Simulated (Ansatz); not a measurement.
Carrier doping in Cu2O

Base system: Cu₂O (space group Pn-3m, No. 224; a = 4.2458 Å).

Carriers are added at fixed cell with a uniform background; the Fermi–Dirac width is that of 300 K.

Method: plane-wave PAW DFT at the r2SCAN level (Ansatz, a first-principles code, 500 eV), spin-orbit coupling left out.

Notes on the quantities. Fermi level from band edge: Fermi level relative to the doped band's edge (positive inside the band; to 0.05 eV).

| electron density (10^21 cm⁻³) | Fermi level from band edge (eV) |
|---|---|
| 2 | 0.60 |
| 3 | ? |
| 5 | 0.90 |
| 20 | 1.35 |

Question: Fit E_F = C n^s, fitted as a line in log–log form (a parabolic band gives s = 2/3) to the rows shown and predict the withheld row.

Answer: Least squares on the printed values gives C = 0.49 eV, s = 0.35 (largest residual 0.05 eV); this predicts 0.71 eV, and the run gives 0.70 eV, in agreement.

Carriers are added with a uniform compensating background; total energy and stress of such cells depend on the potential's zero and are not compared; many-body gap narrowing is missing at this level. Whether these cells are dynamically stable was not tested. No Hubbard U is applied. All final runs are without spin polarisation.
